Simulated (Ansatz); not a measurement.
Base system: TiO2 in the anatase structure (space group I4_1/amd, No. 141; a = 3.770 Å, c = 9.552 Å).

Structures relaxed with PBEsol (Ansatz, a quantum-chemistry and plane-wave program), no SOC.

Base:

Simulated powder pattern, Cu Kα, λ = 1.54184 Å (kinematic, ideal powder, no thermal factors, no anomalous dispersion; the 14 strongest lines at most, above 2 %, up to 2θ = 90°):

```csv
2θ (°),I/Imax (%),hkl
25.40,100,(101)
36.96,6.2,(103)
37.67,21,(004)
38.68,7.1,(112)
48.28,29,(200)
53.80,19,(105)
55.34,18,(211)
62.32,3.0,(213)
62.81,15,(204)
68.67,6.8,(116)
70.68,7.4,(220)
75.16,12,(215)
76.45,3.1,(301)
82.97,5.9,(224)
```

Now apply this change: an isotropic linear strain of +2.40 %, atoms relaxed at fixed cell.

After the change:

Simulated powder pattern, Cu Kα, λ = 1.54184 Å (kinematic, ideal powder, no thermal factors, no anomalous dispersion; the 14 strongest lines at most, above 2 %, up to 2θ = 90°):

```json
[
 {"2θ (°)": "24.80", "d (Å)": "3.591", "I/Imax (%)": "100", "hkl": "(101)"},
 {"2θ (°)": "36.06", "d (Å)": "2.491", "I/Imax (%)": "5.4", "hkl": "(103)"},
 {"2θ (°)": "36.75", "d (Å)": "2.445", "I/Imax (%)": "19", "hkl": "(004)"},
 {"2θ (°)": "37.74", "d (Å)": "2.383", "I/Imax (%)": "7.4", "hkl": "(112)"},
 {"2θ (°)": "47.08", "d (Å)": "1.930", "I/Imax (%)": "29", "hkl": "(200)"},
 {"2θ (°)": "52.44", "d (Å)": "1.745", "I/Imax (%)": "20", "hkl": "(105)"},
 {"2θ (°)": "53.93", "d (Å)": "1.700", "I/Imax (%)": "19", "hkl": "(211)"},
 {"2θ (°)": "60.70", "d (Å)": "1.526", "I/Imax (%)": "2.7", "hkl": "(213)"},
 {"2θ (°)": "61.17", "d (Å)": "1.515", "I/Imax (%)": "14", "hkl": "(204)"},
 {"2θ (°)": "66.85", "d (Å)": "1.400", "I/Imax (%)": "7.7", "hkl": "(116)"},
 {"2θ (°)": "68.78", "d (Å)": "1.365", "I/Imax (%)": "7.4", "hkl": "(220)"},
 {"2θ (°)": "73.11", "d (Å)": "1.294", "I/Imax (%)": "12", "hkl": "(215)"},
 {"2θ (°)": "74.35", "d (Å)": "1.276", "I/Imax (%)": "3.1", "hkl": "(301)"},
 {"2θ (°)": "80.61", "d (Å)": "1.192", "I/Imax (%)": "5.5", "hkl": "(224)"}
]
```

The indices refer to the base's conventional cell; one index is shown for lines that coincide.

Whether these cells are dynamically stable was not tested. The final runs are not spin-polarised.
